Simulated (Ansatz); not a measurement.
**Equilibrium lattice constant a of TaSi₂ (model structure, started from the fluorite type, Fm-3m, No. 225, 3 atoms in the cell) at several levels of theory**

No measured value is used here.

```json
[
 {"level (code)": "PBE (Ansatz)", "value (Å)": "6.060"},
 {"level (code)": "PBEsol (Ansatz)", "value (Å)": "___"},
 {"level (code)": "PBE-D3(BJ) (Ansatz)", "value (Å)": "5.991"}
]
```

**Question.** What belongs in the gaps?

**Answer.** 
- PBEsol (Ansatz, a quantum-chemistry and plane-wave program), value (Å): 5.998

Density-functional levels without +SOC have no spin–orbit coupling. Ansatz's density-functional and Hartree–Fock values are scalar-relativistic unless marked +SOC, with PAW data made under PBE.

A model structure was made by putting elements into a prototype or built by hand; it is no filed structure, need not be a known phase, and can be a saddle point held by its symmetry.
